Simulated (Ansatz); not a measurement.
For SiGe (model structure, started from the WC type, P-6m2, No. 187, 2 atoms in the cell), PBE-D3(BJ) (Ansatz, a first-principles code, plane waves, PAW) gives:

```
Quantity               Value
-------------------  -------
lattice parameter a  3.524 Å
c axis length        3.264 Å
```

**Question.** What does r²SCAN (Ansatz, plane waves, PAW) give for the same quantities?

**Answer.** 
- lattice constant a: 3.626 Å (grows by 2.9 %)
- lattice parameter c: 3.176 Å (falls by 2.7 %)

Changes are worked out from the printed values.

Unless a cell is named, each level is at its own relaxed cell (PBE-D3(BJ) 17.55, r²SCAN 18.09 Å³/atom).

Ansatz's density-functional and Hartree–Fock values are scalar-relativistic unless marked +SOC, with PAW data made under PBE.

A model structure was made by putting elements into a prototype or built by hand; it is no filed structure, need not be a known phase, and can be a saddle point held by its symmetry.
